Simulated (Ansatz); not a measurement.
Take AgCl in the rock salt structure (space group Fm-3m, No. 225; a = 5.4475 Å) as the base.

Level of theory: Kohn–Sham DFT with the PBEsol functional, run in Ansatz (a program for electronic structure) with PAW and 420 eV plane waves, no spin-orbit coupling.

Strains are applied to the cell and any free atomic positions relax.

One change was made to it. Results:

The electron mass remains 0.25 mₑ (at Γ); the energy grows by 33 meV/atom; the gap character stays indirect, L → Γ.

Name the change that was made.
A. isotropic strain −1.00 %
B. isotropic strain −3.00 %
C. isotropic strain −1.50 %
D. isotropic strain +2.50 %

B, isotropic strain −3.00 %. For comparison, the energy relative to the base in the other runs: isotropic strain +2.50 % gives +18 meV/atom; isotropic strain −1.50 % gives +7.7 meV/atom; isotropic strain −1.00 % gives +3.4 meV/atom.

Effective masses come from finite differences of ±0.01 Å⁻¹. Whether these cells are dynamically stable was not tested.
